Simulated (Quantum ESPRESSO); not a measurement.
Worked example: self-consistent single point of TiPt3 (Pm-3m, 4 atoms in the cell) in Quantum ESPRESSO.

Method of the run: PBE, SSSP 1.1.2 efficiency (PBE) pseudopotentials (plane waves; Quantum ESPRESSO).

The change in words: lattice scaled by 0.98. Reference geometry:
```
CELL_PARAMETERS angstrom
      3.92453     0.00000     0.00000
      0.00000     3.92453     0.00000
      0.00000     0.00000     3.92453
ATOMIC_POSITIONS crystal
  Ti 0.00000 0.00000 0.00000
  Pt 0.50000 0.50000 0.00000
  Pt 0.00000 0.50000 0.50000
  Pt 0.50000 0.00000 0.50000
```

Reference input (self-consistent single point, DFT, PBE, plane waves, SSSP 1.1.2 efficiency (PBE) pseudopotentials): ecutwfc = 50 Ry; ecutrho = 400 Ry; occupations = smearing; smearing = gaussian; degauss = 0.0073499 Ry; potentials = {Ti: ti_pbe_v1.4.uspp.F.UPF, Pt: pt_pbe_v1.4.uspp.F.UPF}; K_POINTS = automatic 6 6 6 0 0 0; conv_thr = 1e-10 Ry; mixing_beta = 0.3. This run's input differs from it in these lines:

```diff
@@ -33,5 +33,5 @@
 CELL_PARAMETERS angstrom
-   3.9245300000     0.0000000000     0.0000000000
-   0.0000000000     3.9245300000     0.0000000000
-   0.0000000000     0.0000000000     3.9245300000
+   3.8460390000     0.0000000000     0.0000000000
+   0.0000000000     3.8460390000     0.0000000000
+   0.0000000000     0.0000000000     3.8460390000
```

Output, abridged:

```
     Self-consistent Calculation

     iteration #  1     ecut=    50.00 Ry     beta= 0.30

     negative rho (up, down):  5.473E-01 0.000E+00

     total energy              =    -741.86772158 Ry
     estimated scf accuracy    <      27.18142742 Ry

     iteration #  2     ecut=    50.00 Ry     beta= 0.30

     negative rho (up, down):  5.506E-01 0.000E+00

     total energy              =    -752.39720903 Ry
     estimated scf accuracy    <       9.68833252 Ry

     iteration #  3     ecut=    50.00 Ry     beta= 0.30

     negative rho (up, down):  5.479E-01 0.000E+00

     total energy              =    -751.35116859 Ry
     estimated scf accuracy    <       3.65603521 Ry

   [... 14 blocks of this kind left out ...]

     iteration # 18     ecut=    50.00 Ry     beta= 0.30

     negative rho (up, down):  5.378E-01 0.000E+00

     total energy              =    -751.57030424 Ry
     estimated scf accuracy    <          4.1E-10 Ry

     iteration # 19     ecut=    50.00 Ry     beta= 0.30

     negative rho (up, down):  5.378E-01 0.000E+00
     End of self-consistent calculation

     the Fermi energy is    23.1643 ev

!    total energy              =    -751.57030424 Ry
     estimated scf accuracy    <          2.9E-11 Ry
     smearing contrib. (-TS)   =      -0.00064112 Ry
     internal energy E=F+TS    =    -751.56966312 Ry

     convergence has been achieved in  19 iterations

     negative rho (up, down):  5.378E-01 0.000E+00

     Forces acting on atoms (cartesian axes, Ry/au):

     atom    1 type  1   force =     0.00000000    0.00000000    0.00000000
   [... zero for the other atoms too ...]

     Total force =     0.000000     Total SCF correction =     0.000000

     negative rho (up, down):  5.378E-01 0.000E+00
          total   stress  (Ry/bohr**3)                   (kbar)     P=      218.78
   0.00148723   0.00000000   0.00000000          218.78        0.00        0.00
   0.00000000   0.00148723   0.00000000            0.00      218.78        0.00
   0.00000000   0.00000000   0.00148723            0.00        0.00      218.78

   JOB DONE.
```

The run converged in 19 iterations. Against the reference run the free energy goes up by 69.0 meV/atom and the pressure goes from 3.83 to 21.88 GPa.

The starting cell comes from a database of computed structures (which also holds hypothetical and non-ambient phases and stackings), without a prior relaxation at this level. For this run, on top of that: lattice scaled by 0.98. Spin polarisation is off. With a pressure of about 22 GPa the cell is away from its equilibrium volume at this level.

Cost on one core of a shared machine: roughly 40 s.
